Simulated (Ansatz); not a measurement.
Take HfB$_{2}$ (space group P6/mmm, No. 191; relaxed with 0.1 eV smearing) as the base.

```cif
data_B2Hf
_chemical_formula_sum 'Hf1 B2'
_space_group_name_H-M_alt 'P6/mmm'
_space_group_IT_number 191
_space_group_name_Hall '-P 6 2'
_cell_length_a 3.12780
_cell_length_b 3.12780
_cell_length_c 3.44608
_cell_angle_alpha 90.000
_cell_angle_beta 90.000
_cell_angle_gamma 120.000
loop_
_atom_site_label
_atom_site_type_symbol
_atom_site_symmetry_multiplicity
_atom_site_Wyckoff_symbol
_atom_site_fract_x
_atom_site_fract_y
_atom_site_fract_z
_atom_site_occupancy
Hf1 Hf 1 a 0.00000 0.00000 0.00000 1
B1 B 2 d 0.33333 0.66667 0.50000 1
```

All numbers come from DFT with PBEsol, PAW potentials and a 420 eV plane-wave cutoff in Ansatz (an electronic-structure program), no SOC.

Base values:

* **Pressure**: 0.0 GPa
* **Band gap**: zero

It is then changed as follows: an isotropic linear strain of −2.00 %; the atoms relax in the strained cell.

How does this affect the pressure, energy relative to the base and band gap?

The pressure (mean of the normal stresses, compression positive) goes from zero to 17.9 GPa; the energy grows by 30 meV/atom; the band gap is still zero.

No phonon test of stability was made. The final runs are not spin-polarised.
